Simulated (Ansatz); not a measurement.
Base system: MgS in the rock salt structure (space group Fm-3m, No. 225; a = 5.182 Å). Axes: x, y, z lie along the cube axes.

Level of theory: Ansatz (a first-principles code) PBEsol, scalar-relativistic without spin-orbit coupling.

Base values:

| Property | Result |
|---|---|
| Pressure | 0.00 GPa |
| Valley order | X along ⟨100⟩ 2.73 eV; Γ 3.69 eV |
| Electron mass | 0.53 mₑ along k, 0.29 mₑ across (at X) |

One thing is altered: the cell is stretched by 3.00 % along z with no lateral relaxation, atoms relaxed at fixed cell.

Problem. What happens to the pressure?

Solution. The pressure (mean of the normal stresses, compression positive) goes from zero to -2.04 GPa.

Problem. What does the calculation give for the valley order after the change?

Solution. The valley order (the lowest conduction-band minima on the path, energy above the VBM, named in the base's zone) goes from X along ⟨100⟩ 2.73 eV; Γ 3.69 eV to X along [100] 2.55 eV; X along [001] 2.70 eV; Γ 3.38 eV.

Problem. How does this affect the electron mass?

Solution. The electron mass becomes 0.51 mₑ along k, 0.29 mₑ across (at X) (base: 0.53 mₑ along k, 0.29 mₑ across (at X)).

The levels and masses belong to the bands next to the band gap. The cells carry an imposed strain or load. Effective masses come from finite differences of ±0.01 Å⁻¹. Along k means along the line from Γ to the band edge. Whether these cells are dynamically stable was not tested.
